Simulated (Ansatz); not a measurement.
CsCl-type FeAl, treated with RPBE in Ansatz (plane waves, PAW).

Settings: plane-wave cutoff 520 eV, 18×18×18 k mesh, Fermi–Dirac smearing 0.05 eV, no spin polarisation, scalar-relativistic PAW data made under PBE.

Cell (relaxed at this level):

```xyz
2
Lattice="2.8910 0.0000 0.0000 0.0000 2.8910 0.0000 0.0000 0.0000 2.8910" Properties=species:S:1:pos:R:3 pbc="T T T"
Al     1.4455     1.4455     1.4455
Fe     0.0000     0.0000     0.0000
```

Task: Predict the bulk modulus B0 and pressure derivative B′ of the bulk modulus.

Result: 
bulk modulus B0: 170 GPa
pressure derivative B′ of the bulk modulus: 4.2

The run finds no gap.

Measured, for comparison: bulk modulus 152 GPa (room temperature, not corrected to a static lattice; as tabulated in Yamada et al. (2019), arXiv:1910.09660). Computed (rounded) less measured: bulk modulus +12 %.

Computed values are for the static lattice.

Ansatz is a program for electronic structure.
